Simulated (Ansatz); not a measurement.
Functionals compared on NH2 on the 1x1 (111) surface of fcc Ni, ferromagnetic, one in a 2x2 cell, started at the site 'bridge Ni-Ni (span 2.5 Å)', in Ansatz (plane waves, PAW). The structure was relaxed with PBE; the other rows are single points on it, each with its references at the same level. Cutoff 420 eV.

Slab: 19 atoms, 6.0 Å thick at the start under the adsorbate (thin: gaps and levels are the slab's own); k 7x7x1, smearing 0.1 eV, dipole-corrected; 8 atoms held, the rest relaxed; held to the start's symmetry, so lower structures may exist; spin-polarised, no spin-orbit, no U, no dispersion correction. At the end it is bonded to 2 Ni. In PBE it is, or lies within 0.03 eV of, the lowest of the starts that converged. These notes are the PBE run's. Adsorption energies are against NH3(g) − ½ H2(g). A negative adsorption energy means that the adsorbate is more stable on the surface than in its reference.

| functional | adsorption energy (eV) | work function of the top face (eV) | change of the work function (eV) | magnetic moment of the cell (μB) | rough cost of the single point |
|---|---|---|---|---|---|
| PBE | -0.07 | 3.29 | -1.79 | 10.36 | – |
| RPBE | ___ | ___ | ___ | 10.50 | very roughly 15 core-minutes |

Q: Complete the blanks.

A: 
- RPBE, adsorption energy (eV): 0.19
- RPBE, work function of the top face (eV): 3.18
- RPBE, change of the work function (eV): -1.72

Ansatz is an electronic-structure program.
